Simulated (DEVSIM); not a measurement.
System: abrupt In0.53Ga0.47As n-p junction, at 300 K.

```csv
layer (left to right),material,thickness (μm),Nd (cm⁻³),Na (cm⁻³),τn (s),τp (s)
1,In0.53Ga0.47As,14.0,5.4e16,-,1e-8,1e-8
2,In0.53Ga0.47As,200,-,7.9e14,3e-10,1e-8
```

Left contact: ohmic. Right contact: ohmic. Voltage is applied to the left contact. Recombination: SRH at mid-gap. Mobility is constant in doping.

This is a model device: material constants are rounded textbook-type values typed into the input, and sizes, dopings and lifetimes were drawn at random. Values at 300 K.

| parameter | In0.53Ga0.47As |
|---|---|
| gap (eV) | 0.74 |
| affinity (eV) | 4.51 |
| permittivity | 13.9 |
| Nc (cm⁻³) | 2.1e17 |
| Nv (cm⁻³) | 7.7e18 |
| μn (cm²/Vs) | 12000 |
| μp (cm²/Vs) | 300 |

Model (solved in DEVSIM): 1D drift-diffusion, Boltzmann statistics, complete ionisation; no tunnelling, impact ionisation, image-force lowering or self-heating.

Problem. Tabulate band edges, carrier densities and field at -0.7 V on the left contact.

Solution. Energies count from the Fermi level of the right contact; mesh points crowd at the junctions.

| x (μm) | Ec (eV) | Ev (eV) | n (cm⁻³) | p (cm⁻³) | field (V/cm) |
|---|---|---|---|---|---|
| 0.000 | 0.735 | -0.005 | 5.4e16 | 1.1e7 | ≈ 0 |
| 0.05753 | 0.735 | -0.005 | 5.4e16 | 3.2e7 | ≈ 0 |
| 0.2525 | 0.735 | -0.005 | 5.4e16 | 1.0e8 | ≈ 0 |
| 0.9130 | 0.735 | -0.005 | 5.4e16 | 3.5e8 | ≈ 0 |
| 4.745 | 0.735 | -0.005 | 5.4e16 | 2.7e9 | ≈ 0 |
| 10.91 | 0.735 | -0.005 | 5.4e16 | 2.5e10 | ≈ 0 |
| 13.11 | 0.735 | -0.005 | 5.4e16 | 5.6e10 | ≈ 0 |
| 13.84 | 0.735 | -0.005 | 5.4e16 | 7.3e10 | ≈ 0 |
| 13.97 | 0.742 | 0.002 | 4.1e16 | 1.0e11 | 3600 |
| 14.01 | 0.778 | 0.038 | 1.0e16 | 4.0e11 | 10000 |
| 14.10 | 0.839 | 0.099 | 9.7e14 | 4.3e12 | 5400 |
| 14.60 | 0.963 | 0.223 | 7.7e12 | 5.2e14 | 650 |
| 16.11 | 0.973 | 0.233 | 3.2e12 | 7.9e14 | ≈ 0 |
| 21.25 | 0.965 | 0.225 | 7.3e11 | 7.9e14 | -21 |
| 51.19 | 0.894 | 0.154 | 9.3e8 | 7.9e14 | -24 |
| 132.5 | 0.698 | -0.042 | 7.6e8 | 7.9e14 | -24 |
| 190.1 | 0.560 | -0.180 | 7.6e8 | 7.9e14 | -24 |
| 207.0 | 0.519 | -0.221 | 7.6e8 | 7.9e14 | -24 |
| 212.7 | 0.506 | -0.234 | 7.6e8 | 7.9e14 | -24 |
| 213.6 | 0.503 | -0.237 | 7.6e8 | 7.9e14 | -24 |
| 213.9 | 0.503 | -0.237 | 7.6e8 | 7.9e14 | -24 |
| 214.0 | 0.503 | -0.237 | 7.6e8 | 7.9e14 | -24 |
